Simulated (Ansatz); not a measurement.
The starting structures come from a database of crystals and need not be the phases stable at ambient conditions.

 Where the default PAW files enter, the runs use the earlier of Ansatz's two default sets.

Tunnelling through a barrier is set by its complex band structure: the current falls as exp(−2κd) with the smallest κ.

Given:

```xyz
10
Lattice="5.5162 0.0000 0.0000 2.7581 5.1177 0.0000 2.7581 1.4864 4.5400" Properties=species:S:1:pos:R:3 pbc="T T T"
In     5.5162     1.3208     2.9187
In     5.5162     5.2834     1.6213
In     8.2743     3.4677     3.8914
In     2.7581     3.1364     0.6487
O      4.6984     3.9074     0.2111
O      6.3340     2.6967     4.3290
O      7.4566     4.5124     2.0589
O      3.5759     2.0918     2.4811
O      4.3936     4.9531     3.4050
O      6.6388     1.6510     1.1350
```

Space group of this cell: R-3c, corundum. The cell is taken as given; by PBEsol its mean pressure is -0.8 GPa.

Transport runs along the normal of the first two printed cell vectors, the (101) plane of the conventional cell.

The gap is the functional's own. No spin-orbit coupling. Mid-gap values are interpolated on the energy grid.

Task: Compute, with PBEsol (Ansatz, a program for electronic structure), the band gap and the smallest decay constant κ at mid-gap.

Result: Gap 1.09 eV on a 8×8×8 mesh; κ = 0.123 1/Å, at the zone centre.
